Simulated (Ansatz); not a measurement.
AlB2-type MgB2 was calculated with PBEsol (Ansatz, an electronic-structure program, plane waves, PAW).

Run with plane-wave cutoff 520 eV, 24×24×16 k mesh (along the axes of the cell as run), Fermi–Dirac smearing 0.05 eV, scalar-relativistic PAW data made under PBE.

Cell (relaxed at this level):

```
CELL_PARAMETERS angstrom
      1.53194    -2.65339     0.00000
      1.53194     2.65339     0.00000
      0.00000     0.00000     3.49694
ATOMIC_POSITIONS crystal
  Mg 0.00000 0.00000 0.00000
  B  0.33333 0.66667 0.50000
  B  0.66667 0.33333 0.50000
```

Q: Give the computed bulk modulus and pressure derivative B′ of the bulk modulus.

A: 
bulk modulus: 147 GPa
pressure derivative B′ of the bulk modulus: 3.6

The run finds no gap.

Measured, for comparison: bulk modulus 151 ± 5 GPa (room temperature, no zero-point or thermal correction, B' fixed at 4, our sources range from 147 to 151; as tabulated in Vogt et al. (2001), arXiv:cond-mat/0102480). Computed (rounded) less measured: bulk modulus -3 % (0.0 % to -3 % over the range).

Note: the bulk modulus comes from volumes at which shape and atoms were relaxed.

The computed numbers hold no vibrational or temperature effects.

The result took roughly 4 core-minutes.
